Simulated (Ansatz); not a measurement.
Base system: PbS in the rock salt structure (space group Fm-3m, No. 225; a = 5.9747 Å). Axes: x, y, z lie along the cube axes.

The values are results of Kohn–Sham DFT with the r2SCAN functional, run in Ansatz (a program for electronic structure) with PAW and 500 eV plane waves, without spin-orbit coupling, not measurements.

Before the change:

```
Item          Value
--------  ---------
Band gap    0.69 eV
Pressure  -0.01 GPa
```

The change: uniaxial strain ε_zz = +1.50 %, all other strain components held at zero; the atoms relax in the strained cell.

Question: Predict the new band gap.

Answer: The band gap grows by 0.05 eV to 0.74 eV.

Question: What happens to the pressure?

Answer: The pressure (mean of the normal stresses, compression positive) falls by 0.80 GPa, from -0.01 GPa to -0.81 GPa.

Spin-orbit coupling, missing from the scalar runs, can matter with Pb. Whether these cells are dynamically stable was not tested.
